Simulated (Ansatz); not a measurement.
Sensitivity of a calculation on NaSbF6 (P1, 8 atoms in the cell) to its settings

```
NaSbF6
1.0
    0.00000     4.13460     4.13460
    4.13460     0.00000     4.13460
    4.13460     4.13460     0.00000
Na Sb F
1 1 6
Cartesian
  4.16116   4.14189   4.15748
 -0.00850  -0.01779   0.02015
  4.11542   4.12850   6.37164
  4.10754   4.14562   1.86613
  6.39597   4.15923   4.14616
  1.90530   4.11979   4.11326
  4.12057   6.37879   4.14336
  4.14477   1.88620   4.12406
```

Base run A: Ansatz (an electronic-structure program) with HSE06, default PAW files made with PBE, self-consistent single point.

Its settings: basis.ecutwfc = 420 eV; kpoints.mp_grid.grid = 3 3 3; hamiltonian.xc = hse06; hamiltonian.pseudopotentials = {kind: paw} (the program's default PAW files); scf.occupations.method = fixed.

The starting cell comes from a database of computed structures (which also holds hypothetical and non-ambient phases and stackings), without a prior relaxation at this level. Its atoms were displaced at random from the sites of space group no. 225. Spin-orbit coupling is off. In the base run, forces exceed 1 eV/Å. Ansatz's pressure includes its estimate of the finite-basis (Pulay) stress.

ΔF is the free energy per atom less that of run A. A dash stands where there is no value to compare (another energy zero or no entropy term, no result, no spin, no clean gap, or a mesh too coarse for one). Absolute energies have different zeros for different potentials, functionals, Hubbard and dispersion terms and are not compared across them.

Runs D sample the zone with one or two k-points, far too few for so small a cell.

```csv
run,change,ΔF (meV/atom),pressure (GPa),largest force (eV/Å),gap on the mesh (eV),k-points
A,base,0.00,0.89,2.156,7.730,14
B,hamiltonian.xc: hse06 → pbesol [PBEsol],–,2.52,2.145,5.324,14
C,hamiltonian.xc: hse06 → pbe0 [PBE0],–,0.91,2.159,8.517,14
D,kpoints.mp_grid.grid: 3 3 3 → 1 1 1,135.7,2.88,2.152,7.712,1
E,kpoints.mp_grid.grid: 3 3 3 → 2 2 2,0.41,0.91,2.156,7.732,8
F,kpoints.mp_grid.shift: default → 0 0 0.5,0.10,0.89,2.156,7.967,14
G,scf.convergence.dr2_threshold: default (1e-07 eV) → 1e-12 eV,0.00,0.89,2.156,7.730,14
H,scf.mixing.algorithm: default (the program chose MSR1) → broyden; scf.mixing.beta: default → 0.2,0.00,0.89,2.156,7.730,14
I,scf.mixing.algorithm: default (the program chose MSR1) → anderson,0.00,0.89,2.156,7.730,14
J,scf.self_checks: default → high,0.00,0.89,2.156,7.730,14
```

Run B against A: The pressure goes from 0.89 to 2.52 GPa, the largest force goes from 2.156 to 2.145 eV/Å and the gap on the mesh goes from 7.730 to 5.324 eV.

Run I against A: The free energy stays essentially unchanged (within 1 meV/atom), the pressure stays at 0.89 GPa, the largest force stays at 2.156 eV/Å and the gap on the mesh stays at 7.730 eV.

Keys are those of Ansatz 0.2.
